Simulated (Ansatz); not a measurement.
**TaSi2 (P6₂22, No. 180)**

The numbers are results of r²SCAN+rVV10 (PAW; Ansatz, a first-principles code), not measurements.

Settings: plane-wave cutoff 560 eV, 12×12×10 k mesh (along the axes of the cell as run), Fermi–Dirac smearing 0.05 eV, scalar-relativistic PAW data made under PBE.

Cell (relaxed at this level):

```xyz
9
Lattice="4.7696 0.0000 0.0000 -2.3848 4.1306 0.0000 0.0000 0.0000 6.5528" Properties=species:S:1:pos:R:3 pbc="T T T"
Ta    -1.1924     2.0653     1.0921
Ta     2.3848     0.0000     3.2764
Ta     1.1924     2.0653     5.4607
Si     2.3848     2.8212     3.2764
Si    -1.2508     3.4759     5.4607
Si     1.1339     0.6547     1.0921
Si     0.0000     1.3094     3.2764
Si     3.6356     0.6547     5.4607
Si     1.2508     3.4759     1.0921
```

For TaSi2 (P6₂22, No. 180), the band gap comes out as zero (no gap).

Spin–orbit coupling is not included; it can open a gap where bands touch, and shift volumes and moduli.

Computed values are for the static lattice.
